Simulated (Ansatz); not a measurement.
We consider CsGeBr3 (within 0.1 Å of R3m, No. 160, 5 atoms in the cell; start mp-642739), described by LDA (PAW; Ansatz, a first-principles code).

Run with plane-wave cutoff 520 eV, 6×6×6 k mesh, Fermi–Dirac smearing 0.01 eV, scalar-relativistic PAW data made under PBE.

Cell (relaxed at this level):

```cif
data_Br9Cs3Ge3
_chemical_formula_sum 'Cs3 Ge3 Br9'
_space_group_name_H-M_alt 'R3m :H'
_space_group_IT_number 160
_space_group_name_Hall 'R 3 -2"'
_cell_length_a 7.61895
_cell_length_b 7.61895
_cell_length_c 9.36280
_cell_angle_alpha 90.000
_cell_angle_beta 90.000
_cell_angle_gamma 120.000
loop_
_atom_site_label
_atom_site_type_symbol
_atom_site_symmetry_multiplicity
_atom_site_Wyckoff_symbol
_atom_site_fract_x
_atom_site_fract_y
_atom_site_fract_z
_atom_site_occupancy
Cs1 Cs 3 a 0.00000 0.00000 0.89733 1
Ge1 Ge 3 a 0.00000 0.00000 0.38899 1
Br1 Br 9 b 0.16566 0.33131 0.23315 1
```
(The calculation used a cell of 5 atoms; values per cell refer to that cell.)

Task: What does this level give for the band gap and direct gap at Γ?

Result: 
* **band gap**: 0.18 eV
* **direct gap at Γ**: 5.20 eV

Spin–orbit coupling is not included; it can close the smallest gap of 0.18 eV.

Computed values are for the static lattice.

Computing time: very roughly 30 core-seconds.

A start named mp-… is a Materials Project structure, which need not be a measured phase.
